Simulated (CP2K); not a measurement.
Input and output of a self-consistent single point for KZnF₃ (Pm-3m, 5 atoms in the cell) (CP2K).

Method of the run: LDA (Pade form), GPW, DZVP-MOLOPT-SR-GTH basis, GTH-PADE potentials (GTH_POTENTIALS) in CP2K.

```
KZnF3
1.0
    3.99370     0.00000     0.00000
    0.00000     3.99370     0.00000
    0.00000     0.00000     3.99370
K Zn F
1 1 3
Direct
  0.00000   0.00000   0.00000
  0.50000   0.50000   0.50000
  0.50000   0.00000   0.50000
  0.00000   0.50000   0.50000
  0.50000   0.50000   0.00000
```

Reference input (self-consistent single point, DFT PBE, GPW, DZVP-MOLOPT-SR-GTH basis, GTH-PBE potentials (GTH_POTENTIALS)): CUTOFF = 600 Ry; REL_CUTOFF = 40 Ry; SMEAR/METHOD = FERMI_DIRAC; ELECTRONIC_TEMPERATURE = 116.05 K; KPOINTS/SCHEME = MONKHORST-PACK 4 4 4; GAMMA_CENTERED = T; XC_FUNCTIONAL = PBE; K/BASIS_SET = DZVP-MOLOPT-SR-GTH-q9; K/POTENTIAL = GTH-PBE-q9; Zn/BASIS_SET = DZVP-MOLOPT-SR-GTH-q12; Zn/POTENTIAL = GTH-PBE-q12; F/BASIS_SET = DZVP-MOLOPT-SR-GTH-q7. This run's input differs from it in these lines:

```diff
@@ -43,3 +43,3 @@
     &XC
-      &XC_FUNCTIONAL PBE
+      &XC_FUNCTIONAL PADE
       &END XC_FUNCTIONAL
@@ -77,3 +77,3 @@
       BASIS_SET DZVP-MOLOPT-SR-GTH-q9
-      POTENTIAL GTH-PBE-q9
+      POTENTIAL GTH-PADE-q9
     &END KIND
@@ -81,3 +81,3 @@
       BASIS_SET DZVP-MOLOPT-SR-GTH-q12
-      POTENTIAL GTH-PBE-q12
+      POTENTIAL GTH-PADE-q12
     &END KIND
@@ -85,3 +85,3 @@
       BASIS_SET DZVP-MOLOPT-SR-GTH-q7
-      POTENTIAL GTH-PBE-q7
+      POTENTIAL GTH-PADE-q7
     &END KIND
```

Output, abridged:

```
 SCF WAVEFUNCTION OPTIMIZATION

  Step     Update method      Time    Convergence         Total energy    Change
     1 NoMix/Diag. 0.30E+00      -     2.05499007      -161.6913897463 -1.62E+02
     2 Broy./Diag. 0.30E+00      -     0.05360597      -158.9054182521  2.79E+00
     3 Broy./Diag. 0.30E+00      -     0.03209814      -161.2940214842 -2.39E+00
     4 Broy./Diag. 0.30E+00      -     0.02701798      -161.6082941240 -3.14E-01
     5 Broy./Diag. 0.30E+00      -     0.00421450      -161.5076604044  1.01E-01
     6 Broy./Diag. 0.30E+00      -     0.00324258      -161.5723993106 -6.47E-02
     7 Broy./Diag. 0.30E+00      -     0.00031531      -161.5696056289  2.79E-03
     8 Broy./Diag. 0.30E+00      -     0.00006708      -161.5737212778 -4.12E-03
     9 Broy./Diag. 0.30E+00      -     0.00007558      -161.5740099888 -2.89E-04
    10 Broy./Diag. 0.30E+00      -     0.00000996      -161.5738022240  2.08E-04
    11 Broy./Diag. 0.30E+00      -     0.00000063      -161.5737169729  8.53E-05
  *** SCF run converged in    11 steps ***

  Overlap energy of the core charge distribution:               0.00000000138760
  Self energy of the core charge distribution:               -326.53767816935516
  Core Hamiltonian energy:                                     92.72418312025698
  Hartree energy:                                              99.15403786210922
  Exchange-correlation energy:                                -26.91425978726647
  Electronic entropic energy:                                  -0.00000000000000
  Fermi energy:                                                 0.16383796751372

  Total energy:                                              -161.57371697286783
  Total energy (extrapolated to T->0):                       -161.57371697286783

   [... lines left out ...]

 STRESS| Analytical stress tensor [bar]
 STRESS|                        x                   y                   z
 STRESS|      x       -2.83298122705E+03   2.06138422459E-03   2.06138399918E-03
 STRESS|      y        2.06138422459E-03  -2.83304457954E+03   2.06138463655E-03
 STRESS|      z        2.06138399918E-03   2.06138463655E-03  -2.83295515498E+03
 STRESS| 1/3 Trace                                            -2.83299365386E+03
```

The run converged in 11 iterations. Against the reference run the pressure goes from 9.55 to -0.28 GPa and the gap on the mesh goes from 3.995 to 3.663 eV.

The starting cell has typed, rounded lattice constants, without a prior relaxation at this level. Its lattice was rescaled by a random factor within 2.5 % of one. Values carry the incompleteness of an atom-centred basis.
